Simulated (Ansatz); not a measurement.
What x(Zr) = 0.375, 8 atoms, C2 does to Ti

The parent structure is Ti in the hcp (Mg type) structure (space group P6_3/mmc, No. 194; a = 2.936 Å, c = 4.637 Å).

The other end (x = 1) is Zr in the hcp (Mg type) structure (space group P6_3/mmc, No. 194): 23.50 Å³/atom, gap zero.

Now apply this change: a fraction x = 0.375 of the Ti sites is given to Zr, ordered in a cell of 8 atoms (starting symmetry C2) and fully relaxed.

All numbers come from Ansatz (a quantum-chemistry and plane-wave program), r2SCAN, PAW, cutoff 500 eV, no spin-orbit coupling, earlier PAW set. Γ-centred 10×10×8 mesh, Fermi–Dirac width 0.05 eV, for the changed cell.

The volume per atom rises by 2.33 Å³ (17.31 Å³ → 19.64 Å³) and the shortest interatomic distance decreases by 0.106 Å to 2.766 Å. The band gap is still zero and the mixing energy is +0.04 eV/atom (to 0.01 eV only: unlike meshes or grids). The deviation of the volume from the linear (Vegard-type) interpolation comes out as +0.1 %.

Final structure:

```
CELL_PARAMETERS angstrom
      5.02452    -2.58664     0.00000
      5.02452     2.58664     0.00000
     -2.07119     0.00000     6.04571
ATOMIC_POSITIONS crystal
  Zr 0.34256 0.65744 0.00000
  Ti 0.28713 0.71287 0.50000
  Ti 0.80653 0.20727 0.71969
  Ti 0.79273 0.19347 0.28031
  Ti 0.20790 0.29735 0.60805
  Zr 0.16706 0.30657 0.13844
  Ti 0.70265 0.79210 0.39195
  Zr 0.69343 0.83294 0.86156
```

Each cell is one ordered arrangement of few atoms, which overstates ordering effects compared with a random alloy. No phonon test of stability was made. The final runs are not spin-polarised.
